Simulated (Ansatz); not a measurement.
Start from ZnO in the wurtzite structure (space group P6_3mc, No. 186).

ZnO has the hexagonal space group P6₃mc (No. 186), the wurtzite structure, Pearson symbol hP4. Cell: a = b = 3.231 Å, c = 5.216 Å, α = β = 90.00°, γ = 120.00°. Zn on 2b is surrounded by 4 O at 1.969–1.976 Å (tetrahedral). O on 2b is coordinated by 4 Zn at 1.969–1.976 Å (tetrahedral). (Neighbours: up to the widest gap in distance over summed covalent radii, below 1.35, at either atom; cation-cation and far metal-metal contacts left out.)

Levels (all Ansatz, an electronic-structure program, PAW, earlier PAW set): PBEsol (420 eV, spin-orbit coupling left out); r2SCAN (500 eV, spin-orbit coupling left out); HSE06 (420 eV, without spin-orbit coupling); PBEsol+SOC (420 eV, with spin-orbit coupling).

Levels that relaxed their own cell: PBEsol.

| level | band gap | lattice parameter a | lattice parameter c | electron mass at Γ |
|---|---|---|---|---|
| PBEsol | 0.70 eV | 3.231 Å | 5.216 Å | 0.131 mₑ |
| r2SCAN | 1.23 eV | – | – | 0.188 mₑ |
| HSE06 | 2.52 eV | – | – | – |
| PBEsol+SOC | 0.68 eV | – | – | 0.131 mₑ |

Measured: band gap 3.6 eV (static lattice; corrected from measurement; as listed in Wei Chen et al., Physical Review Materials (2018)); lattice parameter a 3.2482 Å (0 K or low temperature; as listed in arXiv:1206.3780); lattice parameter c 5.204 Å (0 K or low temperature; as listed in arXiv:1206.3780); electron mass at Γ 0.24 mₑ (temperature not stated; as listed in S.Zh. Karazhanov et al., Journal of Crystal Growth (2005)).

Computed minus measured — band gap: PBEsol -2.90 eV, r2SCAN -2.37 eV, HSE06 -1.08 eV, PBEsol+SOC -2.92 eV (closest: HSE06); lattice parameter a: PBEsol -0.5 %; lattice parameter c: PBEsol +0.2 %; electron mass at Γ: PBEsol -45 %, r2SCAN -22 %, PBEsol+SOC -45 % (closest: r2SCAN). Measured values not marked as corrected hold thermal and zero-point effects that the static-lattice runs lack. A measured gap can be an optical one, lowered by exciton binding.

Single points use the geometry relaxed with PBEsol. Differences between runs with and without spin-orbit coupling are approximate. Effective masses come from finite differences of ±0.01 Å⁻¹. Stability against distortions was not tested.
